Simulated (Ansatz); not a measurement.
The starting structures come from a database of crystals and need not be the phases stable at ambient conditions.

 Where the default PAW files enter, the runs use the earlier of Ansatz's two default sets.

Here is the system:

```xyz
5
Lattice="4.5725 0.0000 0.0000 -2.2863 3.9599 0.0000 0.0000 0.0000 7.2447" Properties=species:S:1:pos:R:3 pbc="T T T"
Mg     0.0000     0.0000     0.0000
Mg     0.0000     2.6399     2.6561
Mg     2.2863     1.3200     4.5887
Sb     0.0000     2.6399     5.5920
Sb     2.2863     1.3200     1.6527
```

Space group of this cell: P-3m1. The cell is taken as given.

The current runs along the normal of the first two printed vectors, the (001) plane. All runs by Ansatz (a program for electronic structure), plane waves and PAW, without spin-orbit coupling; the base is r2SCAN.

```
run                                                      mean pressure (GPa)  gap (eV)  mid-gap κ (1/Å)
-------------------------------------------------------  -------------------  --------  ---------------
base                                                                    -0.1      0.60            0.075
all lengths scaled by 0.98                                               3.2         ?            0.075
lengths across the current scaled by 0.98, ions clamped                  2.1      0.63            0.078
lengths along the current scaled by 0.97, ions clamped                   1.5         ?                ?
lengths along the current scaled by 1.03, ions clamped                  -1.3         ?                ?
```

### Question
Fill in the missing entries.

### Answer

- all lengths scaled by 0.98, gap (eV): 0.54
- lengths along the current scaled by 0.97, ions clamped, gap (eV): 0.49
- lengths along the current scaled by 0.97, ions clamped, mid-gap κ (1/Å): 0.072
- lengths along the current scaled by 1.03, ions clamped, gap (eV): 0.72
- lengths along the current scaled by 1.03, ions clamped, mid-gap κ (1/Å): 0.077
